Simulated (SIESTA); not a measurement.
Band structure of Mg6CuBi (Amm2, 8 atoms in the cell).

```xyz
8
Lattice="4.9849 0.0000 0.0000 0.0000 3.2458 5.4575 0.0000 -3.2458 5.4575" Properties=species:S:1:pos:R:3 pbc="T T T"
Mg     2.4924     1.6122     6.3788
Mg     2.4924    -1.6122     6.3788
Mg     0.0000     1.7584     4.5314
Mg     0.0000    -1.7584     4.5314
Mg     0.0000     0.0000     7.3256
Mg     0.0000     0.0000     1.7414
Cu     2.4924     0.0000     9.1253
Bi     2.4924     0.0000     3.6469
```

Method of the run: GGA PBEsol, numerical atomic orbitals TZP, PseudoDojo PBEsol standard norm-conserving potentials (rewritten from UPF to PSML) (SIESTA 5.4.2).

Settings: XC.functional = GGA; XC.authors = PBEsol; potentials = PseudoDojo PBEsol standard; PAO.BasisSize = TZP; PAO.EnergyShift = 0.01 Ry; MeshCutoff = 350 Ry; kgrid.MonkhorstPack = 4 3 3; OccupationFunction = MP; OccupationMPOrder = 0; ElectronicTemperature = 1578.21 K; MaxSCFIterations = 150; SCF.Mixer.Method = Broyden; SCF.Mixer.Weight = 0.25; SCF.Mixer.History = 8.

The starting cell comes from a database of computed structures (which also holds hypothetical and non-ambient phases and stackings), without a prior relaxation at this level. Spin-orbit coupling is off. Spin polarisation is off. Values carry the incompleteness of an atom-centred basis.

Levels in eV from the Fermi level, bands 44 to 49:
```
point     44     45     46     47     48     49
-----  -----  -----  -----  -----  -----  -----
Γ      -2.23  -2.00  -1.78  -0.87   0.97   2.07
X      -1.55  -1.27  -0.16   0.11   0.28   0.41
S      -1.49  -0.62  -0.30   0.06   0.94   1.03
R      -2.14  -2.08  -1.92   0.94   1.35   1.98
A      -2.38  -0.63  -0.44  -0.43  -0.11   0.86
Z      -2.25  -1.36  -1.19  -0.88  -0.54  -0.54
Y      -1.33  -1.16  -0.10  -0.09   0.80   0.88
X1     -1.55  -1.27  -0.16   0.11   0.28   0.41
A1     -2.38  -0.63  -0.44  -0.43  -0.11   0.86
T      -2.36  -2.26  -1.69   0.41   1.17   1.99
```

Bands cross the Fermi level along this path, so the cell is metallic at this level.

Higher empty bands are left out: an atom-centred basis made for the valence describes them poorly.
